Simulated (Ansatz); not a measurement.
Band structure of MoIr3 (P6_3/mmc, 8 atoms in the cell).

```xyz
8
Lattice="5.4870 0.0000 0.0000 -2.7435 4.7519 0.0000 0.0000 0.0000 4.3850" Properties=species:S:1:pos:R:3 pbc="T T T"
Ir     2.7435     3.1648     1.0962
Ir    -1.3690     3.9583     3.2887
Ir     1.3745     0.7936     1.0962
Ir     0.0000     1.5871     3.2887
Ir     4.1125     0.7936     1.0962
Ir     1.3690     3.9583     3.2887
Mo     0.0000     3.1679     1.0962
Mo     2.7435     1.5840     3.2887
```

Method of the run: LDA (PW92), default PAW files made with PBE (plane waves; Ansatz, an electronic-structure program).

Settings: kpoints.mp_grid.grid = 5 5 5; hamiltonian.xc = lda; hamiltonian.pseudopotentials = {kind: paw} (the program's default PAW files); scf.occupations.method = gaussian; scf.occupations.width = 0.02 Ry; kpoints.band_path.npoints = 8.

The starting cell comes from a database of published, mostly measured structures (it also holds non-ambient and calculated ones), without a prior relaxation at this level. Spin-orbit coupling is off. Spin polarisation is off.

Levels in eV from the Fermi level, bands 61 to 68:
```tsv
point	61	62	63	64	65	66	67	68
Γ	-1.97	-1.71	-0.06	0.65	1.08	1.10	1.20	1.20
M	-1.79	-1.72	-1.46	-1.06	-0.54	-0.47	-0.01	0.25
K	-1.68	-1.68	-1.52	-0.86	-0.86	0.39	0.39	0.45
A	-0.63	-0.63	0.07	0.07	0.50	0.50	0.50	0.50
L	-1.72	-1.72	-1.67	-1.67	-0.12	-0.12	0.64	0.64
H	-1.89	-1.89	-1.61	-1.61	0.20	0.20	0.69	0.69
```

Bands cross the Fermi level along this path, so the cell is metallic at this level.

Keys are those of Ansatz 0.2.
